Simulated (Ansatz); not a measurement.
Defect migration in bcc W: Hf-vacancy pair (Hf on one host W site, one W site vacant), neutral cell. The step: direct exchange of Hf with the vacancy (Hf-vacancy distance between ideal sites 2.76 Å throughout); the atom moves 2.36 Å along (0.43, 0.43, 0.43) of the unit cell; the moving atom starts with neighbours 2 W at 2.77, W at 2.79, 3 W at 2.85, W at 2.96, 3 W at 3.10, 3 W at 3.28 Å and ends with 2 W at 2.77, W at 2.79, 3 W at 2.85, W at 2.96, 3 W at 3.10, 3 W at 3.28 Å. DFT values are from Ansatz (plane-wave PAW, 420 eV unless said) in a cell of 36 host sites, spin-restricted, static, with no finite-size correction. Forms of the defect that were not tried may lie lower. For the PBE band: the saddle point's order was not checked, and it lies on a symmetry element of the cell, where a band can be held.

```tsv
Level	Forward barrier (eV)	Cost of the band or of the saddle's single point
CHGNet universal potential (has no charge state), its own band	0.44	-
PBE, a 2×2×3 k-point mesh shifted by half a step, band relaxed	0.86	roughly 50 core-minutes
PBE, a 3×3×5 k-point mesh shifted by half a step, same geometries	0.85	about 4 core-minutes (a rough figure)
r2SCAN at 500 eV, a 2×2×3 k-point mesh shifted by half a step, same geometries	?	very roughly 3 core-minutes
```

Q: Complete the blanks.

A: 
- r2SCAN at 500 eV, a 2×2×3 k-point mesh shifted by half a step, same geometries, Forward barrier (eV): 0.89

Ansatz is a quantum-chemistry and plane-wave program.
